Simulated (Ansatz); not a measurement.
**Several settings converged on NbTc (Cmmm, 2 atoms in the cell)**

```
NbTc
1.0
    1.60130    -2.30988     0.00000
    1.60130     2.30988     0.00000
    0.00000     0.00000     4.43654
Nb Tc
1 1
Direct
  0.00000   0.00000   0.00000
  0.50000   0.50000   0.50000
```

Base method: LDA (PW92), default PAW files made with PBE (plane waves; Ansatz, a quantum-chemistry and plane-wave program).

Base settings: basis.ecutwfc = 500 eV; kpoints.mp_grid.grid = 12 12 8; hamiltonian.xc = lda; hamiltonian.pseudopotentials = {kind: paw} (the program's default PAW files); scf.occupations.method = gaussian; scf.occupations.width = 0.1 eV.

**Zone-centre phonons against the cutoff**

In this ladder: phonons.method = dfpt.

The mesh stays at the base's, so the ladder's end is converged at best in this setting alone.

Frequencies are those of the unrelaxed cell, without the LO-TO term of polar crystals.

Only quantities that move along the ladder and can be compared are tabulated.

```csv
basis.ecutwfc,highest zone-centre frequency (cm⁻¹)
250 eV,243.7
300 eV,212.0
350 eV,207.4
425 eV,209.0
500 eV,209.0
600 eV,209.0
750 eV,209.0
```

Coarsest basis.ecutwfc that holds the highest zone-centre frequency within 1 cm⁻¹ of the last step, with all finer ones: 425 eV; the step before is off by 1.6 cm⁻¹.

**Zone-centre phonons against the mesh**

In this ladder: phonons.method = dfpt.

Frequencies are those of the unrelaxed cell, without the LO-TO term of polar crystals.

Only quantities that move along the ladder and can be compared are tabulated.

```csv
kpoints.mp_grid.grid,highest zone-centre frequency (cm⁻¹)
3 3 2,231.8
4 4 3,205.8
5 5 3,212.1
6 6 4,208.0
8 8 5,206.7
12 12 7,208.7
18 18 11,212.5
23 23 14,211.1
```

Coarsest kpoints.mp_grid.grid that holds the highest zone-centre frequency within 10 cm⁻¹ of the last step, with all finer ones: 4 4 3; the step before is off by 21 cm⁻¹.

On the base run: the starting cell comes from a database of computed structures (which also holds hypothetical and non-ambient phases and stackings), without a prior relaxation at this level. Its lattice was rescaled by up to half a per cent. Spin polarisation is off. In the base run, with a pressure of about -15 GPa the cell is away from its equilibrium volume at this level.

Keys are those of Ansatz 0.2.
